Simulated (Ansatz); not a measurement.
The starting structures come from a database of crystals and need not be the phases stable at ambient conditions.

Evanescent states of B2O3 (P3_121, not sure to be the ambient phase, 15 atoms a cell, 9.0 Å³ an atom) along the normal of (110)

Method: r2SCAN (plane waves, PAW; Ansatz, a program for electronic structure).

The gap is the functional's own, uncorrected, and κ follows it; spin-orbit coupling is left out. Mid-gap values are interpolated between the computed energies.

Energies count from the valence-band top; κ is the least over a 4×4 mesh across the current.

| E (eV) | κ (1/Å) | where |
|---|---|---|
| 0.17 | 0.290 | off Γ |
| 0.49 | 0.401 | Γ |
| 0.82 | 0.442 | Γ |
| 1.16 | 0.475 | Γ |
| 1.49 | 0.502 | Γ |
| 1.81 | 0.524 | Γ |
| 2.15 | 0.542 | Γ |
| 2.48 | 0.558 | Γ |
| 2.81 | 0.571 | Γ |
| 3.13 | 0.587 | Γ |
| 3.46 | 0.588 | Γ |
| 3.79 | 0.586 | Γ |
| 4.12 | 0.580 | Γ |
| 4.46 | 0.573 | Γ |
| 4.79 | 0.562 | Γ |
| 5.12 | 0.547 | Γ |
| 5.45 | 0.529 | Γ |
| 5.78 | 0.507 | Γ |
| 6.11 | 0.480 | Γ |
| 6.43 | 0.446 | Γ |
| 6.76 | 0.382 | off Γ |
| 7.09 | 0.267 | off Γ |

Question: How thick must the barrier be to attenuate the transmission by 10^4 when the electrodes' Fermi level lies at 4.79 eV, and what attenuation does that film give at 6.76 eV?

Answer: d = 4 ln 10 / (2 × 0.562) = 8.2 Å. At 6.76 eV it gives 4 × 0.382/0.562 = 2.7 decades.
